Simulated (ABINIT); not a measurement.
Short convergence ladders for FeAl (P4mm, 2 atoms in the cell)

```yaml
crystal:
  lattice:
    - [2.91873, 0.00000, 0.00000]
    - [0.00000, 2.91873, 0.00000]
    - [0.00000, 0.00000, 2.91873]
  atoms:
    - { symbol: Al, position: [0.50000, 0.50000, 0.51713] }
    - { symbol: Fe, position: [0.00000, 0.00000, 0.00000] }
```

Base method: LDA (PW92), norm-conserving pseudopotentials (PseudoDojo nc-sr-04 LDA standard) (plane waves; ABINIT).

Base settings: pseudos = [Al.upf, Fe.upf]; ecut = 1225 eV; occopt = 3; tsmear = 0.00367493 Ha; ngkpt = 5 5 5; nshiftk = 1; shiftk = 0 0 0; potentials = PseudoDojo nc-sr-04 LDA standard; nband = 15; kptopt = 1.

The count of work is k-points × plane waves × bands × iterations; it is no time. 

**The k-point mesh**

Only quantities that move along the ladder and can be compared are tabulated.

```csv
ngkpt,free energy less the last step's (meV/atom),pressure (GPa),largest difference of a force vector from the last step's (eV/Å),count of work / last
2 2 2,73.67,-14.80,0.097,0.012
3 3 3,26.08,-18.36,0.001,0.020
4 4 4,-41.56,-19.56,0.004,0.068
5 5 5,22.55,-17.74,0.001,0.067
7 7 7,-1.29,-18.47,0.001,0.14
9 9 9,-3.34,-18.55,0.000,0.26
11 11 11,0.74,-18.39,0.000,0.48
12 12 12,-0.70,-18.46,0.000,0.74
15 15 15,0.00,-18.42,0.000,1.0
```

Coarsest ngkpt that holds the forces within 0.005 eV/Å of the last step, with all finer ones: 3 3 3, at 0.020 of the last step's count of work; the step before is off by 0.097 eV/Å.

Coarsest ngkpt that holds the pressure within 0.1 GPa of the last step, with all finer ones: 11 11 11; the step before is off by 0.13 GPa.

Coarsest ngkpt that holds the free energy within 2 meV/atom of the last step, with all finer ones: 11 11 11; the step before is off by 3.3 meV/atom.

**The k-point mesh at a smearing width of 0.3 eV**

In this ladder: tsmear = 0.0110248 Ha.

Only quantities that move along the ladder and can be compared are tabulated.

```csv
ngkpt,free energy less the last step's (meV/atom),pressure (GPa),count of work / last
4 4 4,-9.12,-16.92,0.062
6 6 6,-2.41,-16.32,0.15
12 12 12,0.00,-16.21,0.74
15 15 15,0.00,-16.21,1.0
```

Coarsest ngkpt that holds the free energy within 0.5 meV/atom of the last step, with all finer ones: 12 12 12; the step before is off by 2.4 meV/atom.

Coarsest ngkpt that holds the pressure within 0.05 GPa of the last step, with all finer ones: 12 12 12; the step before is off by 0.11 GPa.

**The SCF threshold**

The mesh stays at the base's, so the ladder's end is converged at best in this setting alone.

Only quantities that move along the ladder and can be compared are tabulated.

```tsv
toldfe	pressure (GPa)	count of work / last
0.0037 Ha	-18.73	0.24
3.7e-05 Ha	-17.71	0.31
3.7e-07 Ha	-17.74	0.34
3.7e-09 Ha	-17.74	0.38
1e-09 Ha	-17.74	0.41
3.7e-12 Ha	-17.74	0.41
3.7e-14 Ha	-17.74	1.0
```

Coarsest toldfe that holds the pressure within 0.1 GPa of the last step, with all finer ones: 3.7e-05 Ha, at 0.31 of the last step's count of work; the step before is off by 0.99 GPa.

On the base run: the starting cell has typed, rounded lattice constants, without a prior relaxation at this level. Its lattice was rescaled by up to half a per cent. One atom was moved a little off its site on purpose. Spin polarisation is off. In the base run, with a pressure of about -18 GPa the cell is away from its equilibrium volume at this level. Without a gap this mesh is coarse (it stands for a supercell whose shortest vector is 15 Å).
